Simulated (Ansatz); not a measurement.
Take a 12-atom supercell of Pt in the fcc (Cu type) structure (space group Fm-3m, No. 225; a = 3.9400 Å) at its relaxed geometry as the base.

Level of theory: DFT with r2SCAN, PAW potentials and a 500 eV plane-wave cutoff in Ansatz (a first-principles code), scalar-relativistic without spin-orbit coupling, earlier PAW set.

One neutral defect a cell, atoms relaxed at fixed cell.

One change was made to it. Results:

The pressure increases by 5.74 GPa to 5.7 GPa; the largest displacement of a host atom from its site in the perfect cell comes out as 0.02 Å.

Which change produced these results?
A. Pt interstitial (started 1.97 Å from the nearest host atom), symmetric start
B. Sn on a Pt site
C. Pt vacancy

B, Sn on a Pt site. For comparison, the pressure in the other runs: Pt vacancy gives -8.3 GPa; Pt interstitial (started 1.97 Å from the nearest host atom), symmetric start gives 59.6 GPa.

The cell is small, so the values are those of an ordered compound at a high defect concentration; dilute-limit values will differ. Defects with a symmetric start kept the site's symmetry and may sit on a saddle; the others started slightly shaken. The final runs are not spin-polarised. Pt lies near a magnetic instability that expansion can trigger; it was not tested.
